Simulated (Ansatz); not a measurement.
Data:

End structure of a constructed model of the (111) surface of fcc Ir, a pseudomorphic layer of W in the other hollow (bottom of the slab: a bare face, its two planes held):

```xyz
7
Lattice="2.7372 0.0000 0.0000 -1.3686 2.3705 0.0000 0.0000 0.0000 30.0000" Properties=species:S:1:pos:R:3 pbc="T T T"
Ir     0.0000     1.5803     8.0503
Ir     1.3686     0.7902    10.2852
Ir     0.0000     0.0000    12.5000
Ir     0.0000     1.5803    14.7388
Ir     1.3686     0.7902    16.9645
Ir     0.0000     0.0000    19.2824
W      1.3686     0.7902    21.4445
```

Set-up: 7 atoms, 13.9 Å thick at the start with caps and adatoms (thin: gaps and levels are the slab's own); mesh 16x16x1; 0.1 eV smearing; dipole correction on; 2 atoms held, the rest relaxed; symmetry of the start imposed; no spin, no spin-orbit, no U. In PBE it is, or lies within 0.01 eV a 1x1 cell of, the lowest of the 2 structures of its composition computed so far; subsurface sites and larger cells were not tried.

### Question
Estimate the work function of the top face that Ansatz (an electronic-structure program) with PBE returns for this input.

### Answer
5.41 eV
